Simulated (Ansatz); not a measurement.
## MgO, response to strain

Start from MgO in the rock salt structure (space group Fm-3m, No. 225; a = 4.254 Å).

Strains are applied to the cell and any free atomic positions relax.

Level of theory: PBE in Ansatz (plane waves to 420 eV, PAW, spin-orbit coupling left out).

| isotropic strain (%) | pressure (GPa) |
|---|---|
| -3 | 16.4 |
| -2 | 10.2 |
| -1 | ? |
| -0.5 | 2.3 |
| 0 | 0.0 |
| 1 | -4.2 |
| 2 | -7.8 |
| 2.5 | -9.5 |
| 3 | -11.0 |

Q: Fit P = P₀ − Bδ + Cδ² with δ = (1 + ε)³ − 1 to the rows shown and predict the withheld row.

A: Least squares on the printed values gives P₀ = 0.0 GPa, B = 153 GPa, C = 383 GPa (largest residual 0.1 GPa); this predicts 4.9 GPa, and the run gives 4.8 GPa, in agreement.

No phonon test of stability was made.

Ansatz is a quantum-chemistry and plane-wave program.
